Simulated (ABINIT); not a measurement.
Input and output of a self-consistent single point for BaCuSbO5 (P4mm, 8 atoms in the cell) (ABINIT).

Method of the run: LDA (PW92), PAW (JTH v2.0 LDA PAW) (plane waves; ABINIT).

```
CELL_PARAMETERS angstrom
      3.75705     0.00000     0.00000
      0.00000     3.75705     0.00000
      0.00000     0.00000     9.36607
ATOMIC_POSITIONS crystal
  Ba 0.00000 0.00000 0.03197
  Cu 0.50000 0.50000 0.27751
  Sb 0.50000 0.50000 0.71186
  O  0.00000 0.50000 0.65583
  O  0.50000 0.00000 0.65583
  O  0.00000 0.50000 0.23636
  O  0.50000 0.00000 0.23636
  O  0.50000 0.50000 0.91758
```

Reference input (self-consistent single point, DFT, PBEsol, plane waves, PAW (JTH v2.0 PBE PAW, files made for PBE)): pseudos = [Ba.GGA_PBE-JTH.xml, Cu.GGA_PBE-JTH.xml, Sb.GGA_PBE-JTH.xml, O.GGA_PBE-JTH.xml]; ecut = 30 Ha; pawecutdg = 60 Ha; pawxcdev = 0; ixc = -116133; occopt = 3; tsmear = 0.05 eV; ngkpt = 7 7 3; nshiftk = 1; shiftk = 0 0 0; potentials = JTH v2.0 PBE PAW; nband = 47. This run's input differs from it in these lines:

```diff
@@ -1,4 +1,4 @@
-# BaCuSbO5, JTH v2.0 PBE PAW
+# BaCuSbO5, JTH v2.0 LDA PAW
 pp_dirpath "./"
-pseudos "Ba.GGA_PBE-JTH.xml, Cu.GGA_PBE-JTH.xml, Sb.GGA_PBE-JTH.xml, O.GGA_PBE-JTH.xml"
+pseudos "Ba.LDA_PW-JTH.xml, Cu.LDA_PW-JTH.xml, Sb.LDA_PW-JTH.xml, O.LDA_PW-JTH.xml"
 acell 3*1.0
@@ -25,3 +25,3 @@
 pawxcdev 0
-ixc -116133
+ixc 7
 occopt 3
```

Its files differ too (potentials: JTH v2.0 PBE PAW → JTH v2.0 LDA PAW).

Log, with long lists cut:

```
--- !BeginCycle
solver: {iscf: 17, nstep: 100, nline: 4, wfoptalg: 10, }
tolerances: {toldfe: 1.00E-09, }
...

     iter   Etot(hartree)      deltaE(h)  residm     nres2
 ETOT  1  -379.51440671439    -3.795E+02 7.220E+00 9.647E+01
 ETOT  2  -388.05512656453    -8.541E+00 4.953E-02 1.642E+02
 ETOT  3  -387.64252101861     4.126E-01 1.529E-01 3.596E+01
 ETOT  4  -387.61509221020     2.743E-02 2.814E-02 1.218E+01
 ETOT  5  -387.61566183420    -5.696E-04 1.117E-02 1.721E+01
   [... 14 lines left out ...]
 ETOT 20  -387.58127045680     1.963E-08 1.598E-04 2.544E-07
 ETOT 21  -387.58127045801    -1.217E-09 2.826E-04 1.749E-07
 ETOT 22  -387.58127045739     6.198E-10 1.749E-04 2.074E-08
 ETOT 23  -387.58127045748    -8.293E-11 1.815E-04 9.191E-09
 At SCF step   23, etot is converged :
  for the second time, diff in etot=  8.293E-11 < toldfe=  1.000E-09

 Cartesian components of stress tensor (hartree/bohr^3)
  sigma(1 1)=  3.07886634E-04  sigma(3 2)=  0.00000000E+00
  sigma(2 2)=  3.07886634E-04  sigma(3 1)=  0.00000000E+00
  sigma(3 3)=  1.93491664E-04  sigma(2 1)=  0.00000000E+00

 ----iterations are completed or convergence reached----

 reduced coordinates (array xred) for    8 atoms
       0.000000000000      0.000000000000      0.031970000000
       0.500000000000      0.500000000000      0.277510000000
       0.500000000000      0.500000000000      0.711860000000
       0.000000000000      0.500000000000      0.655830000000
       0.500000000000      0.000000000000      0.655830000000
       0.000000000000      0.500000000000      0.236360000000
   [... lines left out ...]
 Fermi (or HOMO) energy (hartree) =   0.07279   Average Vxc (hartree)=  -0.35911
 Fermi (or HOMO) energy (eV) =   1.98063   Average Vxc (eV)=  -9.77192
   [... lines left out ...]
'-kT*entropy'       : -1.12485585650539E-03
total_energy        : -3.87581264098623E+02
total_energy_eV     : -1.05466225543317E+04
...

-Cartesian components of stress tensor (GPa)         [Pressure= -7.9365E+00 GPa]
- sigma(1 1)=  9.05833599E+00  sigma(3 2)=  0.00000000E+00
- sigma(2 2)=  9.05833599E+00  sigma(3 1)=  0.00000000E+00
- sigma(3 3)=  5.69272034E+00  sigma(2 1)=  0.00000000E+00

 Calculation completed.
```

The run converged in 23 iterations. Against the reference run the pressure goes from -3.94 to -7.94 GPa and the largest force goes from 0.326 to 0.524 eV/Å.

The starting cell comes from a database of computed structures (which also holds hypothetical and non-ambient phases and stackings), without a prior relaxation at this level. Its lattice was rescaled by a random factor within 2.5 % of one. Spin polarisation is off, so a magnetic state, if there is one, cannot be reached. With a pressure of about -8 GPa the cell is away from its equilibrium volume at this level. The run gives no clean gap (levels at the Fermi energy touch, overlap or are partly filled at this smearing), which alone does not show that the compound is a metal.

Cost on one core of a shared machine: roughly 6 min.
